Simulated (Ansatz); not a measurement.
# Defect calculation: H interstitial in fcc Pt

Level of theory: PBE, PAW (plane waves to 420 eV; Ansatz, a quantum-chemistry and plane-wave program). Cell and caveats: 32-site cell; 6×6×6 shifted k-points; start: void with 4Pt nearest; no spin–orbit coupling; finite-size errors of tenths of an eV; the relaxation kept the symmetry of the starting site.

Neighbours after relaxation, in Å: of the H atom: Pt 1.81, Pt 1.81, Pt 1.81, Pt 1.81.

Formation energies E_f are those of the neutral cell. Chemical conditions: host crystal and elements as references (Δμ(H) = 0.00 eV; H taken from its element, since no compound that bounds it was computed at this level; only phases computed here count, gases as isolated molecules at 0 K). Reference phases: H: H2 molecule in a box.

The name describes the start; the neighbours show where the atoms ended.

```tsv
charge	moment (μB)	point group	largest move off a lattice site (Å)	E_f, host crystal and elements as references (eV)
0	not spin-polarised	Td	0.09	0.54
```

Point groups are those of the whole cell at tolerances of 0.03 and 0.1 Å ("near" where only the looser one holds); none is given for unsettled states.

No other site or start that was run ended lower by more than 0.1 eV.
